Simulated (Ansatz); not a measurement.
Start from TiSi2 (space group Cmcm, No. 63; a = 3.5459 Å, b = 13.5650 Å, c = 3.5797 Å). Axes: x, y, z lie along a, b, c of the conventional cell.

The values are results of Kohn–Sham DFT with the PBE functional, run in Ansatz (a first-principles code) with PAW and 420 eV plane waves, no spin-orbit coupling, earlier PAW set, not measurements.

Base values:

- Band gap: zero
- Volume per atom: 14.35 Å³

Modification: tensile biaxial strain of 2.29 % in the plane normal to [001], as in epitaxy on a mismatched substrate; the out-of-plane cell vector and the atoms relax.

Task: Estimate the effect on the band gap.

Result: The band gap remains zero.

Task: Estimate the effect on the volume per atom.

Result: The volume per atom increases by 0.49 Å³ (14.35 Å³ → 14.84 Å³).

Without a gap, meshes like the base's 14×14×13 leave anisotropic stresses uncertain by several tenths of a GPa, and small strain energies with them. No phonon test of stability was made. All final runs are without spin polarisation.
